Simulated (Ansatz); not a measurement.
The starting structures come from a database of crystals and need not be the phases stable at ambient conditions.

 Where the default PAW files enter, the runs use the earlier of Ansatz's two default sets.

Inside the gap of an insulator the Bloch states are evanescent, with a wavenumber k + iκ along the transport direction.

Given:

```yaml
crystal:
  lattice:
    - [3.34611, 0.00000, 0.00000]
    - [0.00000, 3.91977, 0.00000]
    - [0.00000, 0.00000, 5.71508]
  atoms:
    - { symbol: Sn, position: [0.00000, 0.52695, 0.23458] }
    - { symbol: Sn, position: [0.50000, 0.02695, 0.76542] }
    - { symbol: O, position: [0.00000, 0.72305, 0.88347] }
    - { symbol: O, position: [0.50000, 0.22305, 0.11653] }
```

Space group of this cell: Pmn2_1. The cell was relaxed by PBE-D3(BJ); by r2SCAN its mean pressure is -1.7 GPa.

Transport runs along the normal of the first two printed cell vectors.

No gap correction and no spin-orbit coupling; mid-gap values are interpolated between computed energies.

Q: Predict the band gap and the smallest decay constant κ at mid-gap from Ansatz (a first-principles code) with r2SCAN.

A: Gap 1.62 eV on a 10×8×6 mesh; κ = 0.281 1/Å, at (0.400, 0.000) of the in-plane reciprocal vectors. At the zone centre, at the nearest computed energy, the slowest state has κ = 0.35 1/Å.
